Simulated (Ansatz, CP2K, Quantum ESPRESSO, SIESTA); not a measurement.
LaAl2BRu2 (P1, 6 atoms in the cell) computed with different codes at matched settings

Self-consistent single point, at a second geometry (atoms moved at random). First geometry:

```xyz
6
Lattice="4.2294 0.0000 0.0000 0.0000 4.2294 0.0000 0.0000 0.0000 5.6799" Properties=species:S:1:pos:R:3 pbc="T T T"
La     0.0000     0.0000     2.8400
Al     2.1147     2.1147     4.2359
Al     2.1147     2.1147     1.4440
B      0.0000     0.0000     0.0000
Ru     2.1147     0.0000     0.0000
Ru     0.0000     2.1147     0.0000
```

Second geometry:
```xyz
6
Lattice="4.2294 0.0000 0.0000 0.0000 4.2294 0.0000 0.0000 0.0000 5.6799" Properties=species:S:1:pos:R:3 pbc="T T T"
La    -0.0580     0.0439     2.8789
Al     2.1476     2.1369     4.2288
Al     2.1256     2.0846     1.4292
B     -0.0094    -0.0308    -0.0482
Ru     2.0944    -0.0065     0.0146
Ru     0.0438     2.1160     0.0166
```

Shared settings, as Ansatz (a quantum-chemistry and plane-wave program) writes them: kpoints.mp_grid.grid = 5 5 4; scf.occupations.method = gaussian; scf.occupations.width = 0.0037 Ry. Potentials and cutoffs stand in the table.

```tsv
code	model	ΔF from the first geometry (meV/atom)	pressure (GPa)	largest force (eV/Å)	cutoff
Quantum ESPRESSO	PBEsol, GBRV 1.5 ultrasoft (PBESOL) pseudopotentials	10.5	-4.27	0.676	40 Ry
SIESTA	GGA PBEsol, numerical atomic orbitals DZP, PseudoDojo PBEsol standard norm-conserving potentials (rewritten from UPF to PSML)	11.2	-3.62	0.713	grid 350 Ry
Ansatz	PBEsol, PAW files made with PBE	10.5	-4.30	0.676	30.9 Ry
CP2K	PBEsol, GPW, DZVP-MOLOPT-SR-GTH basis, GTH-PBE potentials (GTH_POTENTIALS)	10.9	-2.77	0.684	grid 500 Ry
```

Size of the force on each atom (eV/Å): Sizes of forces hide their directions.

```tsv
code	La1	Al2	Al3	B4	Ru5	Ru6
Quantum ESPRESSO	0.588	0.328	0.294	0.506	0.307	0.676
SIESTA	0.625	0.299	0.320	0.559	0.353	0.713
Ansatz	0.587	0.341	0.287	0.505	0.308	0.676
CP2K	0.613	0.259	0.344	0.528	0.310	0.684
```

On Ansatz's run: spin polarisation is off.

The spread over the programs that give each value: ΔF from the first geometry within 0.7 meV/atom; pressure within 1.53 GPa; largest force within 0.037 eV/Å.

SIESTA and CP2K use small atom-centred bases, whose incompleteness enters pressures, forces and empty levels differently from a plane-wave cutoff. Ansatz's pressure is given at a fixed set of plane waves, as the other plane-wave codes print theirs; with its correction for the finite basis it is -4.20 GPa. In the pressure, CP2K (by 1.51) lies more than 1 GPa from the median of the plane-wave programs. In the force vectors, CP2K (by 0.103) lies more than 0.08 eV/Å from the median of the plane-wave programs.

The starting cell comes from a database of computed structures (which also holds hypothetical and non-ambient phases and stackings), without a prior relaxation at this level. For this run, on top of that: atoms moved at random.

Keys are those of Ansatz 0.2.
